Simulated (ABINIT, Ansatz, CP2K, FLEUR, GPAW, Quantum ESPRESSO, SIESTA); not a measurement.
## Ba3ZnN2O (P4/mmm, 7 atoms in the cell) computed with different codes at matched settings

Self-consistent single point.

```
Ba3ZnN2O
1.0
    4.09084     0.00000     0.00000
    0.00000     4.09084     0.00000
    0.00000     0.00000     9.16087
Ba Zn N O
3 1 2 1
Direct
  0.00000   0.00000   0.21788
  0.00000   0.00000   0.78212
  0.50000   0.50000   0.50000
  0.50000   0.50000   0.00000
  0.50000   0.50000   0.80054
  0.50000   0.50000   0.19946
  0.00000   0.00000   0.50000
```

All programs got the same cell, k-point mesh and kind of occupations (in Ansatz's words: kpoints.mp_grid.grid = 6 6 3; scf.occupations.method = fermi_dirac; scf.occupations.width = 0.0015 Ry); potentials, basis and cutoffs are each program's usual ones.

```tsv
code	model	pressure (GPa)	largest force (eV/Å)	gap on the mesh (eV)	k-points	cutoff
FLEUR	PBEsol, all-electron FLAPW (FLEUR), scalar-relativistic valence	–	0.058	0.603	20	Kmax 4.7 1/bohr
SIESTA	GGA PBEsol, numerical atomic orbitals TZP, PseudoDojo PBEsol standard norm-conserving potentials (rewritten from UPF to PSML)	1.96	0.720	0.561	60	grid 350 Ry
Quantum ESPRESSO	PBEsol, GBRV 1.5 ultrasoft (PBESOL) pseudopotentials	-1.00	0.030	0.585	20	50 Ry
CP2K	PBEsol, GPW, DZVP-MOLOPT-SR-GTH basis, GTH-PBE potentials (GTH_POTENTIALS)	0.71	0.187	0.393	56	grid 600 Ry
ABINIT	PBEsol, PAW (JTH v2.0 PBE PAW, files made for PBE)	-0.63	0.021	0.523	20	30 Ha
Ansatz	PBEsol, PAW files made with PBE	-1.72	0.089	0.599	20	default
GPAW	PBEsol, GPAW PAW datasets PBEsol (made by gpaw-setup)	–	0.009	0.535	20	950 eV
```

Size of the force on each atom (eV/Å): Sizes of forces hide their directions.

| code | Ba1 | Ba2 | Ba3 | Zn4 | N5 | N6 | O7 |
|---|---|---|---|---|---|---|---|
| FLEUR | 0.058 | 0.058 | 0.000 | 0.000 | 0.036 | 0.036 | 0.000 |
| SIESTA | 0.720 | 0.720 | 0.000 | 0.000 | 0.105 | 0.105 | 0.000 |
| Quantum ESPRESSO | 0.016 | 0.016 | 0.000 | 0.000 | 0.030 | 0.030 | 0.000 |
| CP2K | 0.187 | 0.187 | 0.000 | 0.000 | 0.187 | 0.187 | 0.000 |
| ABINIT | 0.020 | 0.020 | 0.000 | 0.000 | 0.021 | 0.021 | 0.000 |
| Ansatz | 0.089 | 0.089 | 0.000 | 0.000 | 0.000 | 0.000 | 0.000 |
| GPAW | 0.005 | 0.005 | 0.000 | 0.000 | 0.009 | 0.009 | 0.000 |

A dash marks a value that a program does not give, or that is left out as unsure.

Gaps are read on the mesh. Another mesh or the band path gives a smaller gap, so these values are not converged in the mesh.

The spread over the programs that give each value: pressure within 3.68 GPa; largest force within 0.711 eV/Å; gap on the mesh within 0.210 eV.

The starting cell comes from a database of computed structures (which also holds hypothetical and non-ambient phases and stackings), without a prior relaxation at this level. Its lattice was rescaled by a random factor within 2.5 % of one. On Ansatz's run: Another mesh or the band path of this cell gives a smaller gap, so this value is not converged in the mesh.

Task: Why do the programs differ, and what cannot be compared?

Result: Differences of this kind can come from the potentials, where these differ, and from what each basis and cutoff leave unconverged. The valence holds different numbers of electrons (FLEUR 58, SIESTA 66, Quantum ESPRESSO 66, CP2K 58, ABINIT 58, Ansatz (an electronic-structure program) 58, GPAW 58). The zero of total energies and Fermi levels follows the potentials and each program's conventions, so they are not compared here. SIESTA and CP2K use small atom-centred bases, whose incompleteness enters pressures, forces and empty levels differently from a plane-wave cutoff. FLEUR treats all electrons, but the usual bases taken here (sphere radii, linearisation, local orbitals, empty states) were not tested for convergence, so the values are no reference for the others. Ansatz's pressure is given at a fixed set of plane waves, as the other plane-wave codes print theirs; with its correction for the finite basis it is -1.56 GPa. Ansatz's smearing width was typed in Ry to four decimals, so it matches the others to a few per cent. The pressure of GPAW is left out: its cutoff lies under the one at which its stress was checked. The programs reduce the same mesh by symmetry to different extents, which changes the work and not the result. In the pressure, SIESTA (by 2.96) and CP2K (by 1.71) lie more than 1 GPa from the median of the plane-wave programs. In the gap, CP2K (by 0.167) lies more than 0.12 eV from the median of the plane-wave programs. In the force vectors, SIESTA (by 0.726), CP2K (by 0.192) and Ansatz (by 0.084) lie more than 0.08 eV/Å from the median of the plane-wave programs.

Keys are those of Ansatz 0.2.
